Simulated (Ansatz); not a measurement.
Consider the following.

```yaml
crystal:
  lattice:
    - [4.48402, 0.00000, 0.00000]
    - [2.24201, 3.88327, 0.00000]
    - [2.24201, -1.29442, 3.69051]
  atoms:
    - { symbol: Mg, position: [0.99895, 0.00053, 0.00158] }
    - { symbol: Te, position: [0.50105, 0.24947, 0.74842] }
```

No spin polarisation.

The values are results of LDA in Ansatz (plane waves to 420 eV, PAW, no spin-orbit coupling), not measurements. Γ-centred 9×9×9 mesh, Fermi–Dirac width 0.05 eV.

Problem. Predict the gap character and band gap.

Solution. 
```json
{
 "gap_character": "direct at Γ",
 "band_gap": "2.39 eV"
}
```

With Te present, leaving out spin-orbit coupling can change the band edges. The cells carry an imposed strain or load. Stability against distortions was not tested. The cell was made from MgTe in the zinc blende structure (space group F-43m, No. 216) by this change: biaxial strain −0.42 %, plane normal [111], relaxed out of plane.

Ansatz is a quantum-chemistry and plane-wave program.
